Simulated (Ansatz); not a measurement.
Consider WSi2 (space group I4/mmm, No. 139; a = 3.185 Å, c = 7.773 Å; relaxed with 0.1 eV smearing). Axes: x, y, z lie along a, b, c of the conventional cell.

Structures relaxed with LDA, PAW, 420 eV (Ansatz, a quantum-chemistry and plane-wave program; no spin-orbit coupling).

Base:

Simulated powder pattern, Cu Kα1, λ = 1.54056 Å (kinematic, ideal powder, no thermal factors, no anomalous dispersion; the 8 strongest lines at most, above 2 %, up to 2θ = 90°):

| 2θ (°) | I/Imax (%) | hkl |
|---|---|---|
| 22.86 | 50 | (002) |
| 30.30 | 100 | (101) |
| 40.00 | 59 | (110) |
| 45.07 | 84 | (103) |
| 46.57 | 33 | (112) |
| 57.85 | 20 | (200) |
| 66.70 | 23 | (211) |
| 76.21 | 37 | (213) |

After one change:

Simulated powder pattern, Cu Kα1, λ = 1.54056 Å (kinematic, ideal powder, no thermal factors, no anomalous dispersion; the 8 strongest lines at most, above 2 %, up to 2θ = 90°):

```json
[
 {"2θ (°)": "22.77", "I/Imax (%)": "51"},
 {"2θ (°)": "30.55", "I/Imax (%)": "100"},
 {"2θ (°)": "40.42", "I/Imax (%)": "58"},
 {"2θ (°)": "45.15", "I/Imax (%)": "85"},
 {"2θ (°)": "46.89", "I/Imax (%)": "33"},
 {"2θ (°)": "58.49", "I/Imax (%)": "20"},
 {"2θ (°)": "67.43", "I/Imax (%)": "23"},
 {"2θ (°)": "76.82", "I/Imax (%)": "37"}
]
```

**Question.** Which of these changes matches the shifts?
(A) biaxial strain −1.50 %, plane normal [001], relaxed out of plane
(B) biaxial strain −1.00 %, plane normal [001], relaxed out of plane
(C) biaxial strain +2.00 %, plane normal [001], relaxed out of plane
(D) biaxial strain −0.50 %, plane normal [001], relaxed out of plane

**Answer.** B, biaxial strain −1.00 %, plane normal [001], relaxed out of plane. Its volume per atom is 12.93 Å³ against 13.14 Å³, and its space group is I4/mmm (No. 139).

Stability against distortions was not tested. All final runs are without spin polarisation.
